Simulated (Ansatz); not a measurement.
System: AlB2-type MgB2. Method: rVV10 in Ansatz (plane waves, PAW).

Numerical settings: plane-wave cutoff 520 eV, 24×24×16 k mesh (along the axes of the cell as run), Fermi–Dirac smearing 0.05 eV, scalar-relativistic PAW data made under PBE.

Results at a series of volumes:

| V (Å³/atom) | E − E_lowest (meV/atom) | P (GPa) |
|---|---|---|
| 9.216 | 7.25 | 6.25 |
| 9.408 | 1.75 | 2.98 |
| 9.600 | 0.00 | 0.00 |
| 9.792 | 1.65 | -2.71 |
| 9.984 | 6.40 | -5.18 |

Task: Fit the third-order Birch–Murnaghan equation and give B0 and B′.

Result: V0 = 9.600 Å³/atom, B0 = 142 GPa, B′ = 3.7 (fit to the energies at full precision).

Shape and atoms are relaxed at each volume.

Measured, for comparison: bulk modulus 151 ± 5 GPa (room temperature, not corrected to a static lattice, B' fixed at 4, our sources range from 147 to 151; as tabulated in Vogt et al. (2001), arXiv:cond-mat/0102480). Computed (rounded) less measured: bulk modulus -6 % (-3 % to -6 % over the range).

Note: the bulk modulus comes from volumes at which shape and atoms were relaxed.

Computing time: about 3.0 core-minutes (a rough figure).

Ansatz is an electronic-structure program.
